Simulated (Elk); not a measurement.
Band structure of SrSbPt (P-6m2, 3 atoms in the cell).

```
CELL_PARAMETERS angstrom
      4.50717     0.00000     0.00000
     -2.25359     3.90332     0.00000
      0.00000     0.00000     4.63998
ATOMIC_POSITIONS crystal
  Sr 0.00000 0.00000 0.00000
  Sb 0.66667 0.33333 0.50000
  Pt 0.33333 0.66667 0.50000
```

Computed with Elk with LDA (PW92), all-electron FP-LAPW, Elk's shipped species files, APW+lo basis with extra local orbitals.

Settings: rgkmax = 8; stype = 0; swidth = 0.00367493 Ha; ngridk = 6 6 5; gmaxvr = 18 1/bohr; lmaxapw = 10; lmaxo = 8; nxlo = 2; lorbcnd = true; lradstp = 2; nrmtscf = 2; rmtscf = 0.85; lmaxi = 4; maxscl = 100.

The starting cell comes from a database of computed structures (which also holds hypothetical and non-ambient phases and stackings), without a prior relaxation at this level. Spin-orbit coupling is off. Spin polarisation is off. Values depend on the basis (sphere radii, cutoffs, local orbitals), which need not be converged.

Levels in eV from the Fermi level, bands 24 to 31:
| point | 24 | 25 | 26 | 27 | 28 | 29 | 30 | 31 |
|---|---|---|---|---|---|---|---|---|
| Γ | -2.33 | -2.33 | -0.91 | 1.15 | 1.34 | 1.34 | 2.36 | 4.65 |
| M | -2.67 | -2.51 | -2.45 | -0.49 | 0.32 | 1.87 | 3.85 | 3.95 |
| K | -2.91 | -2.51 | -2.35 | -1.90 | 1.00 | 2.22 | 3.28 | 3.86 |
| A | -2.46 | -2.46 | -1.85 | 2.20 | 2.44 | 2.44 | 3.60 | 3.60 |
| L | -2.46 | -2.40 | -1.87 | -1.02 | -0.51 | 0.60 | 3.83 | 5.06 |
| H | -2.67 | -2.24 | -1.99 | -1.89 | -0.37 | 0.89 | 4.50 | 5.12 |

Bands cross the Fermi level along this path, so the cell is metallic at this level.
